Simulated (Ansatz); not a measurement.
We look at the energy of configuration A over configuration B. The value is E(A) − E(B).

Cell A: a stack of composition ScGe2As4 on the in-plane vectors of As (R-3m) (0001), but not a cut of that crystal, 7 atoms, hexagonal cell of 3.78 Å (12.4 Å²), symmetry P-6m2, 10.3 Å thick under 15 Å of vacuum, so it may be strained; planes from bottom to top: As | Ge | As | Sc | As | Ge | As; foreign atoms: Sc bound to 6 As at 2.71 Å; two times Ge bound to 4 As at 2.40–2.47 Å; a model cell; spin state with PBE: no moments, k-point mesh 9×9×1.
```yaml
crystal:
  lattice:
    - [3.78426, 0.00000, 0.00000]
    - [-1.89213, 3.27727, 0.00000]
    - [0.00000, 0.00000, 25.80878]
  atoms:
    - { symbol: Sc, position: [0.33333, 0.66667, 0.50000] }
    - { symbol: As, position: [0.66667, 0.33333, 0.56220] }
    - { symbol: Ge, position: [0.66667, 0.33333, 0.65529] }
    - { symbol: As, position: [0.33333, 0.66667, 0.69987] }
    - { symbol: As, position: [0.66667, 0.33333, 0.43780] }
    - { symbol: Ge, position: [0.66667, 0.33333, 0.34471] }
    - { symbol: As, position: [0.33333, 0.66667, 0.30013] }
```

Cell B: a stack of composition ScGe2As4 on the in-plane vectors of As (R-3m) (0001), but not a cut of that crystal, 7 atoms, hexagonal cell of 3.78 Å (12.4 Å²), symmetry P-6m2, 10.3 Å thick under 16 Å of vacuum, so it may be strained; planes from bottom to top: As | Ge | As | Sc | As | Ge | As; foreign atoms: Sc bound to 6 As at 2.71 Å; two times Ge bound to 4 As at 2.40–2.47 Å; a model cell; spin state with PBE: no moments, k-point mesh 9×9×1.
```
CELL_PARAMETERS angstrom
      3.78426     0.00000     0.00000
     -1.89213     3.27727     0.00000
      0.00000     0.00000    25.80878
ATOMIC_POSITIONS crystal
  Sc 0.33333 0.66667 0.50000
  As 0.66667 0.33333 0.56204
  Ge 0.66667 0.33333 0.65486
  As 0.00000 0.00000 0.69932
  As 0.66667 0.33333 0.43796
  Ge 0.66667 0.33333 0.34514
  As 0.00000 0.00000 0.30068
```

Plane-wave PAW calculations with Ansatz (a first-principles code), its PAW set soft_1, cutoff 420 eV, 500 eV for r2SCAN. The structures are at rest with PBE+D3(BJ), within the held lattices; other levels are single points on them. Neutral cells; Fermi-Dirac smearing of at most 0.05 eV in the solids, energies taken to zero width. The lattices are those relaxed with PBE+D3(BJ) or held as stated, so at other levels the solids can be strained, which adds to the spread. A dispersion term (D3(BJ), or D4 for r2SCAN) was computed beside these levels and is taken off wherever the name lacks it. Static lattices, no vibrational contributions. Cells are local rest points, mostly with their start's symmetry. Values are for these cell sizes. Cell A has symmetry P-6m2 and got no random move, so less symmetric positions, which may lie lower, weren't tried. Cell B has symmetry P-6m2 and got no random move, so less symmetric positions, which may lie lower, weren't tried.

Question: What is the computed value (PBE)?

Answer: 0.01 eV for A less B, too close to call.

Question: How does the value move with the functional?

Answer: 
```json
[
 {"Functional": "PBE+D3(BJ)", "value (eV)": "0.02", "less PBE": "0.01"},
 {"Functional": "r2SCAN", "value (eV)": "0.02", "less PBE": "0.01"},
 {"Functional": "r2SCAN+D4", "value (eV)": "0.02", "less PBE": "0.01"}
]
```

The levels span only 0.01 eV, too little to tell them apart.
